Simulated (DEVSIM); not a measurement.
System: abrupt Si p-n junction, at 300 K.

Layer 1 from the left is Si, thickness (μm) 73.0, Na (cm⁻³) 4.5e17, τn (s) 0.0004, τp (s) 0.0004. Layer 2 from the left is Si, thickness (μm) 290, Nd (cm⁻³) 3.8e16, τn (s) 0.0004, τp (s) 0.0004.

Left contact: ohmic. Right contact: ohmic. Voltage is applied to the left contact. Recombination: SRH at mid-gap, Auger. Mobility is μmin + (μ − μmin)/(1 + (N/Nref)^α).

Constants are typed, rounded textbook-type inputs, not results; the design itself was drawn at random and stands for no fabricated device. Values at 300 K.

Si: gap (eV) 1.124, affinity (eV) 4.05, permittivity 11.7, Nc (cm⁻³) 2.86e19, Nv (cm⁻³) 3.1e19, μn (cm²/Vs) 1417, μp (cm²/Vs) 470, μn,min 52, μp,min 45, Nref,n 9.7e16, Nref,p 2.2e17, αn 0.68, αp 0.72, Cn (cm⁶/s) 2.8e-31, Cp (cm⁶/s) 9.9e-32.

DEVSIM, 1D drift-diffusion, Boltzmann statistics, complete ionisation; no tunnelling, impact ionisation, image-force lowering or self-heating.

Question: What does the simulation give for the dark forward voltage at 1 A/cm², the potential step across the device at zero bias, the dark forward voltage at 100 A/cm², the largest field in the device at zero bias?

Answer: dark forward voltage at 1 A/cm² 0.756 V; potential step across the device at zero bias 0.843 V; dark forward voltage at 100 A/cm² 0.989 V; largest field in the device at zero bias 93000 V/cm.
